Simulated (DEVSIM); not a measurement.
System: illuminated Si n-on-p cell, one wavelength, with a back-surface field, at 350 K.

Layer 1 from the left is Si, thickness (μm) 0.380, Nd (cm⁻³) 4e18, τn (s) 4.8e-6, τp (s) 1.4e-6, absorption coefficient (cm⁻¹) 99000. Layer 2 from the left is Si, thickness (μm) 170, Na (cm⁻³) 1.7e15, τn (s) 8.8e-5, τp (s) 8.8e-5, absorption coefficient (cm⁻¹) 99000. Layer 3 from the left is Si, thickness (μm) 0.180, Na (cm⁻³) 1.7e18, τn (s) 8.8e-5, τp (s) 8.8e-5, absorption coefficient (cm⁻¹) 99000.

Left contact: ohmic, minority hole recombination velocity 100 cm/s. Right contact: ohmic, minority electron recombination velocity 4e6 cm/s. Voltage is applied to the left contact. Recombination: SRH at mid-gap, radiative, Auger. Light enters at the left, 9.4e16 photons cm⁻² s⁻¹, one pass, no reflection. Mobility is μmin + (μ − μmin)/(1 + (N/Nref)^α).

The device is made up for the run: typed textbook-type constants, with dimensions and the other settings drawn at random. Values at 300 K; Nc and Nv go as T^1.5, mobilities as T to minus their exponent, the gap by Varshni's rule with the affinity fixed.

Si: gap (eV) 1.124, affinity (eV) 4.05, permittivity 11.7, Nc (cm⁻³) 2.86e19, Nv (cm⁻³) 3.1e19, μn (cm²/Vs) 1417, μp (cm²/Vs) 470, μn,min 52, μp,min 45, Nref,n 9.7e16, Nref,p 2.2e17, αn 0.68, αp 0.72, T exponent of μn 2.3, T exponent of μp 2.2, B (cm³/s) 4.7e-15, Cn (cm⁶/s) 2.8e-31, Cp (cm⁶/s) 9.9e-32, Varshni α (eV/K) 0.000473, Varshni β (K) 636.

DEVSIM, 1D drift-diffusion, Boltzmann statistics, complete ionisation; no tunnelling, impact ionisation, image-force lowering or self-heating.

Dark forward current:

```tsv
|V| (V)	|J| (A/cm²)
0.05	2.732e-8
0.10	1.565e-7
0.15	8.035e-7
0.20	4.125e-6
0.25	2.136e-5
0.30	0.0001113
0.35	0.0005795
0.40	0.002977
0.45	0.01443
0.50	0.06272
0.55	0.2541
0.60	0.9771
0.65	3.437
0.70	10.84
0.75	30.85
0.80	79.26
0.85	177.3
0.90	335.2
0.95	549.6
1.00	813.1
1.05	1119
1.10	1463
1.15	1839
1.20	2245
```

Problem. Work out the local ideality factor n = ΔV / (kT/q · ln(J2/J1)) between the rows 0.15 and 0.20 V, 0.25 and 0.30 V, 1.15 and 1.20 V.

Solution. kT/q = 30.16 mV. From 0.15 to 0.20 V: ln(4.125e-6/8.035e-7) = 1.636, n = 1.01, near the 1 of diffusion or emission over a barrier. From 0.25 to 0.30 V: ln(0.0001113/2.136e-5) = 1.651, n = 1.00, near the 1 of diffusion or emission over a barrier. From 1.15 to 1.20 V: ln(2245/1839) = 0.199, n = 8.31.

Problem. What current could the absorbed light give at most, and what share is collected?

Solution. Σ αd = 1690, so qΦ(1 − exp(−Σ αd)) = 15.1 mA/cm². The simulated short-circuit current is 14.95 mA/cm², a share of 0.99.

Problem. Estimate the open-circuit voltage by superposition: the voltage at which the dark current equals that short-circuit current.

Solution. Interpolating ln J in the table gives 0.451 V. The simulation gives 0.451 V, the same within the digits that matter. Superposition holds where collection doesn't change with voltage.

Problem. Estimate the fill factor from FF0 = (v − ln(v + 0.72))/(v + 1), v = qVoc/(nkT), with n from the dark curve.

Solution. The rows about Voc, 0.45 and 0.50 V, give n = 1.13, so v = 13.3 and FF0 = 0.745. The simulation gives 0.757; the estimate lies 1.6 % below.
